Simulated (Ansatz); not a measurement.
Worked calculations on one periodic cell of amorphous Hf$_{18}$O$_{37}$Na$_{2}$: Hf18O37Na2, 57 atoms, volume 740.3 Å³, made by a melt-quench on the CHGNet potential and relaxed with DFT. O atoms were pushed apart under 1.9 Å during the dynamics, to hinder bonds among them. It is a model cell: composition and starting density were chosen by hand, and all elements were melted together. Cycles of charging were run to anneal it. The numbers are results of PBE, scalar-relativistic without spin-orbit coupling (plane waves to 420 eV, PAW; Ansatz, a quantum-chemistry and plane-wave program), not measurements. Sampling: a 2×2×2 Γ-centred mesh; Fermi-Dirac width 0.02 eV; no spin polarisation. Its volume was held where the quench left it, its shape was free, and it stands at a mean pressure of 0.6 GPa with stress components up to 0.6 GPa; the relaxation ran on the zone centre alone. Its density went from a set 8.64 to 8.64 g/cm³. The cell is small and was quenched far faster than a real film, so it is one sample of the glass.

Four energies for an added electron at PBE on the zone centre alone (charged cells in a uniform background, spin-polarised): neutral at the neutral geometry -307043.840 eV; charged at the neutral geometry -307028.374 eV; charged and relaxed -307028.786 eV; neutral at the charged geometry -307043.182 eV.

**Question.** Find the two relaxation energies and their sum, the reorganisation energy.

**Answer.** On charging: -307028.374 − (-307028.786) = 0.412 eV. On discharging: -307043.182 − (-307043.840) = 0.658 eV. The sum is 1.070 eV. The carrier's level spreads over 6 of the 57 atoms' worth, so it counts as partly localised, most on one Hf atom with neighbours O 2.04 Å, O 2.10 Å, O 2.11 Å, O 2.12 Å, O 2.12 Å, O 2.32 Å, O 2.59 Å (neutral geometry). The values are uncorrected: the image energy of a point charge in this cell, 2.84 × 14.40 / (2 × 9.0) = 2.3 eV before screening, is screened by electrons alone at the fixed geometry and by ions too after relaxing, and the carrier can be spread before it relaxes, so each term can be off by up to that value times 1/ε∞, some tenths of an eV. PBE's self-interaction favours spread-out carriers, so a hybrid can localise more.

Four energies for a hole at PBE on the zone centre alone (charged cells in a uniform background, spin-polarised): neutral at the neutral geometry -307043.840 eV; charged at the neutral geometry -307055.291 eV; charged and relaxed -307055.682 eV; neutral at the charged geometry -307042.996 eV.

**Question.** Find the two relaxation energies and their sum, the reorganisation energy.

**Answer.** On charging: -307055.291 − (-307055.682) = 0.391 eV. On discharging: -307042.996 − (-307043.840) = 0.844 eV. The sum is 1.235 eV. The carrier's level spreads over 3 of the 57 atoms' worth, so it counts as localised, most on one O atom with neighbours Hf 1.96 Å, Hf 2.00 Å, Na 2.60 Å (neutral geometry). The values are uncorrected: the image energy of a point charge in this cell, 2.84 × 14.40 / (2 × 9.0) = 2.3 eV before screening, is screened by electrons alone at the fixed geometry and by ions too after relaxing, and the carrier can be spread before it relaxes, so each term can be off by up to that value times 1/ε∞, some tenths of an eV. PBE's self-interaction favours spread-out carriers, so a hybrid can localise more.
